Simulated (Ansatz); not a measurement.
## SnO: transverse stress against strain

SnO (litharge, P4/nmm, 16.180 Å³/atom at rest, c along z) under a strain ε along c (axis z), the other axes held. PBEsol-D3(BJ) in Ansatz, a plane-wave DFT program (PAW, default set), 420 eV, 15×15×13 Γ-centred mesh, Fermi-Dirac smearing 0.10 eV; ions are relaxed within the symmetry of each cell. Stress is positive for a compressed cell.

Here s stands for strain and y for stress xx.

```
strain (%)  stress xx (GPa)
----------  ---------------
-3.00                     ?
-1.20                  0.26
-0.60                  0.12
0.00                   0.00
0.60                  -0.11
1.20                  -0.20
```

Taking a straight line for y over the 5 complete rows: Means: s 0, y 0.014. About the means, the sum of products is -0.69000 and the sum of squares of s is 3.6000; the slope is their ratio. Least squares gives y = 0.014 - 0.1917·s. Residuals (row less fit): 0.016, -0.009, -0.014, -0.009, 0.016; standard error 0.017 (degrees of freedom: 3). The slope gives the elastic constant C13 = 19.2 ± 0.9 GPa.

Task: Estimate the missing y (s = -3.00); what did the run itself give?

Result: y = 0.014 - 0.1917 × (-3.0) = 0.589 GPa. The calculation gives 0.75 GPa, 0.161 GPa above the prediction (16.9 % of the range of y in the table). The row lies outside the fitted rows, so this is an extrapolation. From the scatter of the fitted rows alone, a prediction at this place has a standard error of 0.033 GPa, so the miss is 4.9 times that.

One order more, fitted to all 11 runs of the series, follows each within 0.02, so the miss is the next term of a smooth law. This level leaves no gap over 0.05 eV at strain -3.00, -1.20, -0.60, 0.00, 0.60, 1.20, where the mesh may be coarse. Rows are the converged runs of the series near zero and its far end; series whose fitted rows scatter by over a few per cent of the range, as at a crossing or softening among them, aren't shown in this form. Most that stay on the fit to the last digits aren't either.
